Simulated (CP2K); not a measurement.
Band structure of Pb2Au (Ibam, 6 atoms in the cell).

```
Pb2Au
1.0
    5.85716     0.00000     0.00000
   -3.18081     4.91821     0.00000
   -1.33183    -2.46255     5.14474
Pb Au
4 2
Direct
  0.15966   0.15956   0.31922
  0.84034   0.84044   0.68078
  0.34034   0.65956   0.99990
  0.65966   0.34044   0.00010
  0.75000   0.25000   0.50000
  0.25000   0.75000   0.50000
```

Method: PBEsol, GPW, DZVP-MOLOPT-SR-GTH basis, GTH-PBE potentials (GTH_POTENTIALS) (CP2K).

Settings: CUTOFF = 500 Ry; REL_CUTOFF = 60 Ry; SMEAR/METHOD = GAUSSIAN; SIGMA = 0.136 eV; KPOINTS/SCHEME = MONKHORST-PACK 4 4 4; GAMMA_CENTERED = T; XC_FUNCTIONAL = PBE:PBESOL; Pb/BASIS_SET = DZVP-MOLOPT-SR-GTH; Pb/POTENTIAL = GTH-PBE-q4; Au/BASIS_SET = DZVP-MOLOPT-SR-GTH; Au/POTENTIAL = GTH-PBE-q11; METHOD = GPW; EPS_DEFAULT = 1e-10; EXTRAPOLATION = USE_GUESS.

The starting cell comes from a database of computed structures (which also holds hypothetical and non-ambient phases and stackings), without a prior relaxation at this level. Its lattice was rescaled by a random factor within 2.5 % of one. Spin-orbit coupling is off. Values carry the incompleteness of an atom-centred basis. The potentials were made for another functional than the one used.

Levels in eV from the Fermi level, bands 15 to 20:
```csv
point,15,16,17,18,19,20
Γ,-3.20,-1.79,-1.78,-1.60,-1.60,-1.56
X,-3.69,-1.62,-1.31,-0.03,-0.01,0.00
L,-3.69,-1.62,-1.31,-0.03,-0.01,0.01
T,-3.56,-3.56,-1.37,-1.37,0.38,0.38
W,-2.36,-2.36,-1.75,-1.75,0.25,0.25
R,-3.56,-3.56,-1.38,-1.38,0.38,0.38
X1,-3.69,-1.62,-1.31,-0.03,-0.01,0.00
Z,-3.53,-1.57,-0.88,1.09,1.52,1.54
Y,-3.53,-1.57,-0.88,1.08,1.52,1.54
S,-3.02,-2.28,-2.19,-2.03,-1.01,-0.54
Y1,-3.53,-1.57,-0.88,1.08,1.52,1.54
```

Bands cross the Fermi level along this path, so the cell is metallic at this level.

Higher empty bands are left out: an atom-centred basis made for the valence describes them poorly.
